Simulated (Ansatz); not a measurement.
Data:

```
CdS
1.0
    0.00000     2.60479     2.60479
    2.60479     0.00000     2.60479
    2.60479     2.60479     0.00000
S Cd
1 1
Cartesian
  3.90718   3.90718   3.90718
  0.00000   0.00000   0.00000
```

No spin polarisation.

A single point on CdS with a change (pressure 50 GPa), its geometry relaxed with PBE.

Computed with r2SCAN (Ansatz, a quantum-chemistry and plane-wave program, PAW, scalar-relativistic without spin-orbit coupling). Γ-centred 10×10×10 mesh, Fermi–Dirac width 0.05 eV.

Question: Predict the band gap, electron mass, gap character and pressure.

Answer: 
* **Band gap**: 2.20 eV
* **Electron mass**: 0.19 mₑ (at Γ)
* **Gap character**: direct at Γ
* **Pressure**: 49.18 GPa

Single points use the geometry relaxed with PBE. Load acts through the strain it causes; cell and atoms are relaxed under it. Masses are band curvatures over ±0.01 Å⁻¹ around the edge. Whether these cells are dynamically stable was not tested. Tetrahedral semiconductors of this kind turn to denser phases somewhere between about 1 and 50 GPa; those were not computed, so compressed cells here can lie past the real transition. The cell was made from CdS in the zinc blende structure (space group F-43m, No. 216) by this change: pressure 50 GPa.
